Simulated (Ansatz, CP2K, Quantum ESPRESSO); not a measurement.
# Ba2N (R-3m, 3 atoms in the cell) computed with different codes at matched settings

Self-consistent single point, at a second geometry (lattice scaled by 0.98). First geometry:

```xyz
3
Lattice="2.0489 1.1829 7.7740 -2.0489 1.1829 7.7740 0.0000 -2.3659 7.7740" Properties=species:S:1:pos:R:3 pbc="T T T"
Ba     0.0000     0.0000    17.0700
Ba     0.0000     0.0000     6.2519
N      0.0000     0.0000     0.0000
```

Shared settings, as Ansatz (an electronic-structure program) writes them: kpoints.mp_grid.grid = 6 6 6; scf.occupations.method = gaussian; scf.occupations.width = 0.136 eV. Potentials and cutoffs stand in the table.

```tsv
code	model	ΔF from the first geometry (meV/atom)	pressure (GPa)	largest force (eV/Å)	cutoff
Ansatz	LDA (PW92), PAW files made with PBE	-48.4	-2.88	0.356	420 eV
Quantum ESPRESSO	LDA (PZ), GBRV 1.5 ultrasoft (LDA) pseudopotentials	-43.3	-2.44	0.266	40 Ry
CP2K	LDA (Pade form), GPW, DZVP-MOLOPT-SR-GTH basis, GTH-PADE potentials (GTH_POTENTIALS)	-31.2	-1.39	0.041	grid 500 Ry
```

The spread over the programs that give each value: ΔF from the first geometry within 17.2 meV/atom; pressure within 1.49 GPa; largest force within 0.315 eV/Å.

CP2K uses small atom-centred bases, whose incompleteness enters pressures, forces and empty levels differently from a plane-wave cutoff. Ansatz's pressure is given at a fixed set of plane waves, as the other plane-wave codes print theirs; with its correction for the finite basis it is -2.78 GPa. The same LDA comes in different parametrisations, which differ slightly. In the pressure, CP2K (by 1.26) lies more than 1 GPa from the median of the plane-wave programs. In the force vectors, CP2K (by 0.270) lies more than 0.08 eV/Å from the median of the plane-wave programs.

The starting cell comes from a database of computed structures (which also holds hypothetical and non-ambient phases and stackings), without a prior relaxation at this level. Its lattice was rescaled by a random factor within 2.5 % of one. For this run, on top of that: lattice scaled by 0.98.

Left out of this page: Elk (not drawn, or without a comparable value).

Keys are those of Ansatz 0.2.
